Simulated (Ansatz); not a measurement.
Consider Sn in the diamond structure (space group Fd-3m, No. 227; relaxed with 0.1 eV smearing).

```yaml
crystal:
  lattice:
    - [0.00000, 3.32808, 3.32808]
    - [3.32808, 0.00000, 3.32808]
    - [3.32808, 3.32808, 0.00000]
  atoms:
    - { symbol: Sn, position: [0.00000, 0.00000, 0.00000] }
    - { symbol: Sn, position: [0.25000, 0.25000, 0.25000] }
```

Calculations: DFT with PBE, PAW potentials and a 420 eV plane-wave cutoff in Ansatz (a first-principles code), spin-orbit coupling left out.

For the base:

* **Pressure**: 0.0 GPa
* **Band gap**: zero

Now apply this change: the cell is scaled by 1.0300 in all directions; the atoms relax in the strained cell.

Task: How does this affect the energy relative to the base?

Result: The energy increases by 30 meV/atom.

Task: What happens to the pressure?

Result: The pressure goes from zero to -2.5 GPa.

Task: What does the calculation give for the band gap after the change?

Result: The band gap stays zero.

Stability against distortions was not tested.
